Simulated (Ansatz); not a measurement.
Start from W in the diamond structure (space group Fd-3m, No. 227; a = 5.758 Å; a hypothetical phase, not in the database extracts checked; relaxed with 0.1 eV smearing). Axes: x, y, z lie along the cube axes.

Perturbation: tensile biaxial strain of 1.80 % in the plane normal to [001], as in epitaxy on a mismatched substrate; the out-of-plane cell vector and the atoms relax.

Levels (all Ansatz, a first-principles code, PAW): PBEsol (420 eV, scalar-relativistic without spin-orbit coupling); PBEsol+SOC (420 eV, noncollinear with spin-orbit coupling).

The geometry is relaxed with PBEsol.

| Item | Value |
|---|---|
| PBEsol pressure | 1.4 GPa |

With PBEsol+SOC at the same geometry, the pressure goes up by 0.4 GPa to 1.8 GPa.

Single points use the geometry relaxed with PBEsol. The spin-orbit shifts are approximate. No phonon test of stability was made. The runs without spin-orbit coupling are not spin-polarised. Under biaxial strain +1.80 %, plane normal [001], relaxed out of plane the cell ends below the base's energy or with stress of the wrong sign: the atoms slid into a distortion or the cell is elastically unstable, so the base is not a stable minimum at this level.
